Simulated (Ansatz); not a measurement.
A relaxation of cell and atoms of ZnCo (P-6m2, 2 atoms in the cell) with Ansatz (an electronic-structure program).

Method of the run: PBEsol, default PAW files made with PBE (plane waves; Ansatz).

The change in words: atoms on their sites; basis.ecutwfc: 420 eV → 355 eV; relax: default → cell and atoms. Reference geometry:
```
CELL_PARAMETERS angstrom
      2.62026     0.00000     0.00000
     -1.31013     2.26921     0.00000
      0.00000     0.00000     4.19254
ATOMIC_POSITIONS crystal
  Zn 0.66667 0.33333 0.01193
  Co 0.00000 0.00000 0.50000
```
Moments meant for the start (each program seeds them in its own way; μB, in the order of the atoms Zn Co): 0.0 3.0.

Reference input (self-consistent single point, DFT, PBEsol, plane waves, default PAW files made with PBE): basis.ecutwfc = 420 eV; kpoints.mp_grid.grid = 12 12 7; hamiltonian.xc = pbesol; hamiltonian.pseudopotentials = {kind: paw} (the program's default PAW files); magnetization.spin_polarized = true; scf.occupations.method = gaussian; scf.occupations.width = 0.1 eV. This run's input differs from it in these lines:

Ansatz 0.2 input:
```diff
@@ -7,6 +7,6 @@
   atoms:
-    - { symbol: Zn, position_ang: [1.310129, 0.756402, 0.050000] }
+    - { symbol: Zn, position_ang: [1.310129, 0.756402, 0.000000] }
     - { symbol: Co, position_ang: [0.000000, 0.000000, 2.096269], spin: 3.0 }
 basis:
-  ecutwfc: 420.0
+  ecutwfc: 355.0
 kpoints:
@@ -24,2 +24,4 @@
     width: 0.1
+relax:
+  cell: {}
 output:
```

The program printed (abridged):

```
   [... SCF lines of the steps left out ...]
relax step   1: F+E_penalty+E_count = -8373.74530241 eV  Δ(F+E_penalty+E_count) = +0.000e0 eV  max|allowed force component| = 8.327e-17 eV/Å  Δτ_max = 0.0000 Å  P = -9.393 GPa  Ω = 24.928 Å³  (14 SCF iters, dr2 threshold 1.00e-7 eV, accepted)
relax step   2: F+E_penalty+E_count = -8373.80799386 eV  Δ(F+E_penalty+E_count) = -6.269e-2 eV  max|allowed force component| = 2.082e-16 eV/Å  Δτ_max = 0.0000 Å  P = -2.143 GPa  Ω = 23.911 Å³  energy of the carried Pulay correction = +2.524e-2 eV  [...]
   [... lines left out ...]
relax step   9: F+E_penalty+E_count = -8373.79581511 eV  Δ(F+E_penalty+E_count) = -7.938e-4 eV  max|allowed force component| = 2.776e-17 eV/Å  Δτ_max = 0.0000 Å  P = -0.014 GPa  Ω = 23.363 Å³  energy of the carried Pulay correction = +7.686e-4 eV  [...]
relax step  10: F+E_penalty+E_count = -8373.79536193 eV  Δ(F+E_penalty+E_count) = +4.532e-4 eV  max|allowed force component| = 3.701e-17 eV/Å  Δτ_max = 0.0000 Å  P = -0.035 GPa  Ω = 23.363 Å³  stress off target by 4.28e-2 GPa  SCF on the basis [...]
basis re-selected at this cell: Δ(F+E_penalty+E_count) = +4.532e-4 eV, ΔP = -0.021 GPa vs the last step
the relaxation is at rest under the 12 symmetry operations that the run kept from its start: a minimum is not shown …
the relaxation's final electronic state is not compared with the one that a single-point calculation of its input finds at the relaxed geometry …
Magnetization: 1.3996 μB (15.1998 up, 13.8002 down)
   [... lines left out ...]
Absolute magnetization: 1.5737 μB (∫|ρ↑−ρ↓|, with the PAW one-centre terms)
Free energy (F): -8373.795362 eV
Fermi energy:    15.776565 eV
  cell:  # Å, volume = 23.3635 Å³
   [... lines left out ...]
    - [2.558042597688899, -3.685343076019813e-33, -1.1516697112561915e-33]
    - [-1.2790212988444496, 2.215329873561323, -1.6954927608812072e-18]
    - [-1.8427276728115102e-33, -3.13255367271525e-18, 4.122789948688713]
  atoms:
    - { symbol: Zn, position: [0.6666666666666667, 0.3333333333333333, -5.055566104016494e-34] }
    - { symbol: Co, position: [4.625928828108492e-17, 3.7007451800691625e-17, 0.5000000000000001] }
```

The run converged. 

Summary of the result:
Free energy E − TS (on the zero of these files): -8373.7954 eV
Fermi level (on the code's own zero): 15.78 eV
Pressure: -0.03 GPa
Size of the cell's spin moment: 1.40 μB
Final cell: a = 2.558 Å, b = 2.558 Å, c = 4.123 Å, α = 90.00°, β = 90.00°, γ = 120.00°
Final volume per atom: 11.68 Å³
Relaxation steps: 10

The starting cell comes from a database of computed structures (which also holds hypothetical and non-ambient phases and stackings), without a prior relaxation at this level. Its lattice was rescaled by up to half a per cent. With one magnetic atom in the cell only a parallel order is possible. The relaxation keeps the symmetry of its start, so its end need not be a minimum. Ansatz's pressure includes its estimate of the finite-basis (Pulay) stress. Without the estimate this run gives -4.10 GPa. The cutoff lies below the one recommended for these files.

Cost on one core of a shared machine: roughly 80 s.
